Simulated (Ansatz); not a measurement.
We consider Bi2SiO5 (Cmc2₁, No. 36, 16 atoms in the cell; start mp-28144), described by PBE0 (Ansatz, a program for electronic structure, plane waves, PAW).

Run with plane-wave cutoff 460 eV, 4×4×4 k mesh, Fermi–Dirac smearing 0.01 eV, scalar-relativistic PAW data made under PBE.

Cell (relaxed with PBEsol):

```cif
data_Bi8O20Si4
_chemical_formula_sum 'Si4 Bi8 O20'
_space_group_name_H-M_alt 'Cmc21'
_space_group_IT_number 36
_space_group_name_Hall 'C 2c -2'
_cell_length_a 15.17058
_cell_length_b 5.48061
_cell_length_c 5.32667
_cell_angle_alpha 90.000
_cell_angle_beta 90.000
_cell_angle_gamma 90.000
loop_
_space_group_symop_operation_xyz
  'x, y, z'
  '-x, -y, z+1/2'
  '-x, y, z'
  'x, -y, z+1/2'
  'x+1/2, y+1/2, z'
  '-x+1/2, -y+1/2, z+1/2'
  '-x+1/2, y+1/2, z'
  'x+1/2, -y+1/2, z+1/2'
loop_
_atom_site_label
_atom_site_type_symbol
_atom_site_symmetry_multiplicity
_atom_site_Wyckoff_symbol
_atom_site_fract_x
_atom_site_fract_y
_atom_site_fract_z
_atom_site_occupancy
Si1 Si 4 a 0.00000 0.32114 0.30035 1
Bi1 Bi 8 b 0.33463 0.27907 0.24488 1
O1 O 8 b 0.25047 0.00921 0.01521 1
O2 O 8 b 0.09191 0.17387 0.32452 1
O3 O 4 a 0.00000 0.46944 0.02840 1
```
(The calculation used a cell of 16 atoms; values per cell refer to that cell.)

Q: What does this level give for the band gap?

A: 
- band gap: 4.70 eV (on the SCF k mesh)

Note: cell and atoms aren't relaxed at this level (largest force component 0.46 eV/Å, pressure -1.3 GPa).

Spin–orbit coupling is not included; with these elements it can move the gap by several tenths of an eV or more.

Computed values are for the static lattice.

It cost very roughly 11 core-minutes of CPU time.

A start named mp-… is a Materials Project structure, which need not be a measured phase.
